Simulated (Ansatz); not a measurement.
**Pressure series in La**

The parent structure is La (space group P6_3/mmc, No. 194; a = 3.661 Å, c = 11.718 Å).

Cell and atoms are relaxed at each pressure.

Calculations: PBEsol (Ansatz, an electronic-structure program), without spin-orbit coupling.

Notes on the quantities. enthalpy: H = E + PV relative to the base's energy.

```tsv
variant	enthalpy	lattice parameter a
base	–	3.661 Å
pressure −2 GPa	-0.44 eV/atom	3.762 Å
pressure −1 GPa	-0.22 eV/atom	3.708 Å
pressure 3 GPa	+0.60 eV/atom	3.544 Å
pressure 7 GPa	+1.33 eV/atom	3.427 Å
pressure 15 GPa	+2.63 eV/atom	3.266 Å
pressure 30 GPa	+4.71 eV/atom	3.088 Å
pressure 50 GPa	+7.14 eV/atom	2.968 Å
pressure 75 GPa	+9.89 eV/atom	2.880 Å
pressure 100 GPa	+12.45 eV/atom	2.817 Å
```

Load acts through the strain it causes; cell and atoms are relaxed under it. Whether these cells are dynamically stable was not tested. No other phases were tried under pressure.
